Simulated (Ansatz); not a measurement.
## fluorite-type CoSi2 (0 0 1) on Si0.875Ge0.125, ordered (0 0 1), Ga on 1 of 2 substrate sites at each interface (film strained to the substrate, faces as cut)

A periodic stack without vacuum, fluorite-type CoSi2 (0 0 1) on Si0.875Ge0.125, ordered (0 0 1), Ga on 1 of 2 substrate sites at each interface (film strained to the substrate, faces as cut): substrate slab Ge2Si18Ga2, film Co8Si16, surface cells [[0, 1], [-1, 0]] and [[0, -1], [2, 1]], film strained by +2.6 and +2.6 %, faces Si/Si and Si/Co as cut (like faces can put a slab off its formula).

The start was prepared with a machine-learned potential, and the result is one local minimum, with the in-plane cell held and forces under 0.04 eV/Å; the film can end far from its bulk form.

Computed with PBE (plane waves to 420 eV, PAW; Ansatz, a quantum-chemistry and plane-wave program). No spin–orbit coupling; the runs are not spin-polarised; PBE gaps are too small against experiment. Its k-point mesh 5×5×1, Fermi–Dirac width 0.05 eV.

- interface area = 30.3 Å²
- period = 26.00 Å
- gaps between the outermost planes at the two interfaces = 2.04 and 1.12 Å
- Co–Si contacts across the interfaces within 1.22 times the sum of covalent radii = 4, mean 2.37 Å
- Ga–Si contacts across the interfaces within 1.22 times the sum of covalent radii = 2, mean 2.54 Å
- Co–Ga contacts across the interfaces within 1.22 times the sum of covalent radii = 2, mean 2.44 Å
- Si–Si contacts across the interfaces within 1.22 times the sum of covalent radii = 2, mean 2.43 Å

```yaml
crystal:
  lattice:
    - [5.50024, 0.00034, -0.03366]
    - [0.00001, 5.50032, 0.07161]
    - [-0.14875, 2.20790, 26.03359]
  atoms:
    - { symbol: Ge, position: [0.09104, 0.92486, 0.17264] }
    - { symbol: Si, position: [0.58835, 0.42732, 0.17558] }
    - { symbol: Ga, position: [0.23729, 0.84166, 0.02081] }
    - { symbol: Si, position: [0.92225, 0.15791, 0.01798] }
    - { symbol: Si, position: [0.59266, 0.98557, 0.06800] }
    - { symbol: Si, position: [0.07460, 0.46723, 0.06799] }
    - { symbol: Si, position: [0.82586, 0.69266, 0.11983] }
    - { symbol: Si, position: [0.34517, 0.21186, 0.11996] }
    - { symbol: Ge, position: [0.10034, 0.82541, 0.38852] }
    - { symbol: Si, position: [0.60075, 0.32971, 0.38303] }
    - { symbol: Si, position: [0.34394, 0.64925, 0.22811] }
    - { symbol: Si, position: [0.84078, 0.15269, 0.22724] }
    - { symbol: Si, position: [0.59543, 0.87805, 0.27994] }
    - { symbol: Si, position: [0.09471, 0.37610, 0.27992] }
    - { symbol: Si, position: [0.84818, 0.60306, 0.33207] }
    - { symbol: Si, position: [0.34679, 0.10156, 0.33253] }
    - { symbol: Si, position: [0.36834, 0.53878, 0.43991] }
    - { symbol: Si, position: [0.83996, 0.06733, 0.43973] }
    - { symbol: Si, position: [0.60622, 0.78014, 0.49193] }
    - { symbol: Si, position: [0.10877, 0.27681, 0.49197] }
    - { symbol: Ga, position: [0.95200, 0.59532, 0.54505] }
    - { symbol: Si, position: [0.27666, 0.92344, 0.53796] }
    - { symbol: Co, position: [0.57857, 0.10456, 0.77427] }
    - { symbol: Co, position: [0.07601, 0.60176, 0.77508] }
    - { symbol: Co, position: [0.07741, 0.14584, 0.67306] }
    - { symbol: Co, position: [0.56715, 0.65554, 0.67309] }
    - { symbol: Co, position: [0.59128, 0.01273, 0.97495] }
    - { symbol: Co, position: [0.08566, 0.50629, 0.97497] }
    - { symbol: Co, position: [0.08266, 0.05667, 0.87354] }
    - { symbol: Co, position: [0.58226, 0.55587, 0.87629] }
    - { symbol: Si, position: [0.82652, 0.37868, 0.72401] }
    - { symbol: Si, position: [0.32258, 0.87365, 0.72501] }
    - { symbol: Si, position: [0.32288, 0.37913, 0.72467] }
    - { symbol: Si, position: [0.82722, 0.87445, 0.72473] }
    - { symbol: Si, position: [0.31894, 0.42683, 0.62590] }
    - { symbol: Si, position: [0.82391, 0.92173, 0.62598] }
    - { symbol: Si, position: [0.78437, 0.38850, 0.62463] }
    - { symbol: Si, position: [0.37156, 0.97546, 0.62362] }
    - { symbol: Si, position: [0.83615, 0.28265, 0.92435] }
    - { symbol: Si, position: [0.33407, 0.78431, 0.92503] }
    - { symbol: Si, position: [0.33321, 0.28021, 0.92525] }
    - { symbol: Si, position: [0.83793, 0.78502, 0.92531] }
    - { symbol: Si, position: [0.33160, 0.33026, 0.82518] }
    - { symbol: Si, position: [0.82784, 0.82836, 0.82521] }
    - { symbol: Si, position: [0.82829, 0.33079, 0.82502] }
    - { symbol: Si, position: [0.33183, 0.82906, 0.82499] }
```
